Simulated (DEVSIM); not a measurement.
Structure: illuminated Ge n-on-p cell, one wavelength, at 300 K.

Layer 1 from the left is Ge, thickness (μm) 0.700, Nd (cm⁻³) 1.8e18, τn (s) 2.3e-7, τp (s) 1.1e-8, absorption coefficient (cm⁻¹) 7500. Layer 2 from the left is Ge, thickness (μm) 52.0, Na (cm⁻³) 8.5e15, τn (s) 8.6e-7, τp (s) 8.6e-7, absorption coefficient (cm⁻¹) 7500.

Left contact: ohmic, minority hole recombination velocity 400 cm/s. Right contact: ohmic, minority electron recombination velocity 400 cm/s. Voltage is applied to the left contact. Recombination: SRH at mid-gap, radiative, Auger. Light enters at the left, 1.9e17 photons cm⁻² s⁻¹, one pass, no reflection. Mobility is μmin + (μ − μmin)/(1 + (N/Nref)^α).

Constants are typed, rounded textbook-type inputs, not results; the design itself was drawn at random and stands for no fabricated device. Values at 300 K.

Ge: gap (eV) 0.664, affinity (eV) 4, permittivity 16, Nc (cm⁻³) 1.04e19, Nv (cm⁻³) 6e18, μn (cm²/Vs) 3900, μp (cm²/Vs) 1900, μn,min 150, μp,min 100, Nref,n 2.6e17, Nref,p 4e17, αn 0.56, αp 0.6, B (cm³/s) 6.4e-14, Cn (cm⁶/s) 1e-31, Cp (cm⁶/s) 1e-31.

DEVSIM, 1D drift-diffusion, Boltzmann statistics, complete ionisation; no tunnelling, impact ionisation, image-force lowering or self-heating.

Dark forward current:

| |V| (V) | |J| (A/cm²) |
|---|---|
| 0.05 | 0.0002992 |
| 0.10 | 0.002281 |
| 0.15 | 0.01571 |
| 0.20 | 0.1057 |
| 0.25 | 0.6452 |
| 0.30 | 2.906 |
| 0.35 | 10.03 |
| 0.40 | 35.38 |
| 0.45 | 140.4 |
| 0.50 | 573.2 |
| 0.55 | 2141 |

Task: Work out the local ideality factor n = ΔV / (kT/q · ln(J2/J1)) between the rows 0.15 and 0.20 V, 0.50 and 0.55 V.

Result: kT/q = 25.85 mV. From 0.15 to 0.20 V: ln(0.1057/0.01571) = 1.906, n = 1.01, near the 1 of diffusion or emission over a barrier. From 0.50 to 0.55 V: ln(2141/573.2) = 1.318, n = 1.47.

Task: What current could the absorbed light give at most, and what share is collected?

Result: Σ αd = 39.5, so qΦ(1 − exp(−Σ αd)) = 30.4 mA/cm². The simulated short-circuit current is 30.18 mA/cm², a share of 0.99.

Task: Estimate the open-circuit voltage by superposition: the voltage at which the dark current equals that short-circuit current.

Result: Interpolating ln J in the table gives 0.167 V. The simulation gives 0.167 V, the same within the digits that matter. Superposition holds where collection doesn't change with voltage.
